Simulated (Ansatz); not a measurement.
Seebeck coefficient (μV/K, mean over directions) of n-type SiC (F-43m) against carrier density, HSE06, rigid bands (Ansatz, a program for electronic structure). Computed gap 2.23 eV; densities at which minority carriers matter at this gap, or further valleys turn the trend, are left out. Conductivity mass 0.29 mₑ (harmonic mean over directions), N_c = 1.4e19 cm⁻³ at 300 K.

| electron density | 300 K | 500 K | 800 K |
|---|---|---|---|
| 1e16 cm⁻³ | -835 | -902 | -963 |
| 1e17 cm⁻³ | -637 | -703 | -765 |
| 1e18 cm⁻³ | -439 | … | -567 |
| 3e18 cm⁻³ | -346 | -411 | -472 |
| 1e19 cm⁻³ | -246 | -309 | -370 |
| 3e19 cm⁻³ | -161 | -220 | -278 |
| 1e20 cm⁻³ | -87 | -132 | -183 |
| 3e20 cm⁻³ | … | -72 | -109 |
| 1e21 cm⁻³ | -21 | … | -55 |

Task: Fill in the missing entries.

Result: 
- 1e18 cm⁻³, 500 K: -505
- 3e20 cm⁻³, 300 K: -44
- 1e21 cm⁻³, 500 K: -35

Rigid bands with a gap fixed in temperature, one relaxation time for all states, no polarons or phonon drag, and whether or not such doping can be reached. Spin-orbit coupling is left out. Geometry: cell and atoms relaxed with PBEsol.
